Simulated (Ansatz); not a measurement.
A computed series for Ti: pressure series

Start from Ti in the hcp (Mg type) structure (space group P6_3/mmc, No. 194; a = 2.9009 Å, c = 4.5906 Å).

Cell and atoms are relaxed at each pressure.

Calculations: PBEsol (Ansatz, a quantum-chemistry and plane-wave program, PAW, scalar-relativistic without spin-orbit coupling).

| P (GPa) | V (Å³/atom) |
|---|---|
| -2.01 | 17.019 |
| -1.01 | 16.871 |
| 0.89 | 16.604 |
| 2.10 | 16.444 |
| 4.50 | 16.145 |
| 9.01 | 15.642 |
| 15.01 | 15.062 |
| 22.51 | 14.444 |
| 30.00 | 13.914 |

A third-order Birch–Murnaghan fit to these points gives V₀ = 16.73 Å³/atom, B₀ = 120 GPa and B₀′ = 3.4. At pressure 30 GPa the volume is 83.2 % of V₀.

Load acts through the strain it causes; cell and atoms are relaxed under it. Stability against distortions was not tested. Competing high-pressure phases were not computed. All final runs are without spin polarisation.
